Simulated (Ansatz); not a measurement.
## A computed series for MoS2: pressure series

The reference is MoS$_{2}$ in the 2H-MoS2 type structure (space group P6_3/mmc, No. 194; a = 3.1494 Å, c = 12.0915 Å; layered, stacked along the Cartesian z axis).

Cell and atoms are relaxed at each pressure.

The values are results of PBE-D3(BJ) in Ansatz (plane waves to 420 eV, PAW, scalar-relativistic without spin-orbit coupling), earlier PAW set, not measurements.

Task: Only one of these has no band gap. Which?
A) pressure 3 GPa
B) pressure 50 GPa
C) pressure −2 GPa

Result: B, pressure 50 GPa. Computed: pressure 3 GPa: 0.57 eV; pressure 50 GPa: zero; pressure −2 GPa: 1.04 eV

A case with no gap was solved on a k-mesh chosen for an insulator, which is coarse for it. Load acts through the strain it causes; cell and atoms are relaxed under it. Stability against distortions was not tested. No other phases were tried under pressure. All final runs are without spin polarisation.

Ansatz is a quantum-chemistry and plane-wave program.
